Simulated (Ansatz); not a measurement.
Consider N vacancy in wurtzite GaN, charge state +3. These are PBE, PAW (plane waves to 420 eV; Ansatz, a first-principles code) values and carry that method's errors.

Cell of 192 host sites held at the relaxed PBE lattice; one k-point at (0.125, 0.250, 0.250); Fermi-Dirac width 0.01 eV, spin-restricted; finite-size errors left in. Energies are static. The charge state is imposed; whether it is stable for some Fermi level was not computed. Forms of the defect that were not tried may lie lower.

Barriers: single points on a 2×2×2 k-point mesh shifted by half a step along c at the bands' geometries.

The step: one N atom jumps into the vacancy from a nearby N site. Atoms about the jump, Cartesian Å from the middle of the jump, before and after:

```tsv
atom	x0	y0	z0	x1	y1	z1
N1	-0.81	-1.40	0.00	0.81	1.40	0.00
Ga2	0.82	-0.85	0.79	1.15	-0.28	0.79
Ga3	-1.12	2.51	0.79	-0.79	2.34	0.69
Ga4	-2.42	-0.48	0.69	-2.73	-0.28	0.79
Ga5	0.82	1.38	-2.45	0.82	1.41	-1.99
Ga6	-0.81	-1.41	-1.99	-0.79	-1.40	-2.45
N7	-2.41	1.37	0.00	-2.39	1.40	0.00
N8	0.82	-0.50	-2.61	0.84	-0.46	-2.61
Ga9	-2.42	1.37	-1.99	-2.40	1.41	-1.99
N10	0.82	-0.48	2.64	0.82	-0.47	2.64
N11	-0.81	2.33	-2.61	-0.79	2.31	-2.61
N12	-2.40	-0.47	-2.61	-2.42	-0.46	-2.61
N13	2.44	-1.40	0.00	2.43	-1.41	0.00
N14	-0.80	2.32	2.64	-0.79	2.32	2.64
N15	-2.40	-0.48	2.64	-2.41	-0.47	2.64
Ga16	2.44	-1.41	-1.99	2.45	-1.41	-1.99
Ga17	0.82	1.38	3.28	0.82	1.42	3.32
Ga18	-0.83	-1.42	3.32	-0.79	-1.40	3.28
N19	-0.78	4.19	0.00	-0.79	4.17	0.01
N20	-4.01	-1.40	0.01	-4.02	-1.42	0.00
Ga21	2.76	2.51	0.79	2.46	2.36	0.67
Ga22	-0.81	-3.31	0.67	-0.79	-3.64	0.79
```

Problem. Predict the transition state.

Solution. 
```tsv
atom	x	y	z
N1	-0.36	0.21	-0.20
Ga2	1.00	-0.57	0.79
Ga3	-0.98	2.23	0.64
Ga4	-2.41	-0.26	0.64
Ga5	0.71	1.29	-2.13
Ga6	-0.77	-1.26	-2.13
N7	-2.63	1.52	-0.03
N8	0.89	-0.52	-2.71
Ga9	-2.48	1.43	-1.99
N10	0.88	-0.51	2.68
N11	-0.84	2.31	-2.62
N12	-2.42	-0.43	-2.62
N13	2.49	-1.44	0.01
N14	-0.78	2.28	2.59
N15	-2.36	-0.46	2.59
Ga16	2.47	-1.43	-1.99
Ga17	0.81	1.37	3.30
Ga18	-0.78	-1.39	3.30
N19	-0.76	4.08	0.01
N20	-3.91	-1.38	0.01
Ga21	2.72	2.48	0.79
Ga22	-0.78	-3.59	0.79
```
It lies 2.38 eV above the start and 2.38 eV above the end. The program found a first-order saddle point.
